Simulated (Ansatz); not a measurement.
## Al2O3: stress against strain

Al2O3 (corundum, R-3c, 8.323 Å³/atom and stress up to 0.01 GPa in the relaxed cell, c along z) under an equal strain ε in the (0001) plane with the normal axis free, as in a coherent film. LDA in Ansatz, a plane-wave DFT program (PAW, default set), 420 eV, 9×9×9 Γ-centred mesh, Fermi-Dirac smearing 0.05 eV; ions are relaxed, or left where forces stay under 0.02 eV/Å, within the symmetry of each cell. Stress is positive for a compressed cell.

Here s stands for strain and y for stress xx.

```
strain (%)  stress xx (GPa)
----------  ---------------
-3.00                     ?
-1.50                  9.36
-0.75                  4.56
0.00                  -0.01
0.75                  -4.35
1.50                  -8.47
```

Taking a straight line for y over the 5 complete rows: Means: s 0, y 0.218. About the means, the sum of products is -33.427 and the sum of squares of s is 5.6250; the slope is their ratio. Least squares gives y = 0.218 - 5.9427·s. Residuals (row less fit): 0.228, -0.115, -0.228, -0.111, 0.226; standard error 0.245 (degrees of freedom: 3). The slope gives the biaxial elastic modulus of this plane = 594 ± 10 GPa (± standard error of the fit, which holds the terms cut off).

Task: Predict the withheld y at s = -3.00 from the fit, and compare with the calculation.

Result: y = 0.218 - 5.9427 × (-3.00) = 18.046 GPa. The calculation gives 19.72 GPa, 1.674 GPa above the prediction (5.9 % of the range of y in the table). The row lies outside the fitted rows, so this is an extrapolation. From the scatter of the fitted rows alone, a prediction at this place has a standard error of 0.411 GPa, so the miss is 4.1 times that.

A polynomial of degree 2 through the 8 other runs of the series gives 19.64 there, so most of the miss is curvature that the fit leaves out. Rows are the converged runs of the series near zero and its far end; series whose fitted rows scatter by over a few per cent of the range, as at a crossing or softening among them, aren't shown in this form, nor equations of state whose B0' disagrees with the runs' pressures. Most that stay on the fit to the last digits aren't either.
